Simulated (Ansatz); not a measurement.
Base system: K in the bcc (W type) structure (space group Im-3m, No. 229; a = 5.215 Å).

Structures relaxed with PBEsol (Ansatz, a quantum-chemistry and plane-wave program, PAW, no spin-orbit coupling).

Base:

Simulated powder pattern, Cu Kα1, λ = 1.54056 Å (kinematic, ideal powder, no thermal factors, no anomalous dispersion; the 10 strongest lines at most, above 2 %, up to 2θ = 90°):

| 2θ (°) | I/Imax (%) | hkl |
|---|---|---|
| 24.12 | 100 | (110) |
| 34.37 | 19 | (200) |
| 42.42 | 39 | (211) |
| 49.39 | 12 | (220) |
| 55.69 | 15 | (310) |
| 61.55 | 3.6 | (222) |
| 67.11 | 16 | (321) |
| 77.61 | 7.8 | (411) |
| 82.69 | 4.4 | (420) |
| 87.71 | 3.9 | (332) |

After one change:

Simulated powder pattern, Cu Kα1, λ = 1.54056 Å (kinematic, ideal powder, no thermal factors, no anomalous dispersion; the 10 strongest lines at most, above 2 %, up to 2θ = 90°):

```tsv
2θ (°)	I/Imax (%)
29.89	100
42.77	17
53.05	33
62.09	9.4
70.42	12
78.34	3.0
86.04	14
```

**Question.** What was done to the base?
A) pressure 1.5 GPa
B) pressure 10 GPa
C) pressure 7.5 GPa
D) pressure 5 GPa

**Answer.** C, pressure 7.5 GPa. Its volume per atom is 37.70 Å³ against 70.90 Å³, and its space group is Im-3m (No. 229).

Load acts through the strain it causes; cell and atoms are relaxed under it. Stability against distortions was not tested. Competing high-pressure phases were not computed.
